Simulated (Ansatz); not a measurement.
The starting structures come from a database of crystals and need not be the phases stable at ambient conditions.

The decay constant κ of evanescent states in the gap governs leakage through a thin film.

Given:

```
Li2ZrO6Te
1.0
    5.24582     0.00000     0.00000
    0.00000    14.05469     0.00000
    2.62291     4.68490     1.51434
Li Zr Te O
2 1 1 6
Direct
  0.00000   0.72352   0.00000
  0.00000   0.21259   0.00000
  0.00000   0.99914   0.00000
  0.00000   0.50375   0.00000
  0.61940   0.75887   0.01353
  0.63293   0.39180   0.11474
  0.74767   0.13947   0.87173
  0.32700   0.61126   0.93513
  0.26213   0.87339   0.14874
  0.41087   0.28426   0.91613
```

Space group of this cell: R3. The cell is taken as given; by PBEsol its mean pressure is -6.3 GPa.

Transport runs along the normal of the first two printed cell vectors, the (100) plane of the conventional cell.

No gap correction and no spin-orbit coupling; mid-gap values are interpolated between computed energies.

Question: Estimate the band gap and the smallest decay constant κ at mid-gap that Ansatz (a program for electronic structure) with PBEsol returns for this system.

Answer: Gap 2.78 eV on a 20×20×20 mesh; κ = 0.369 1/Å, at the zone centre.
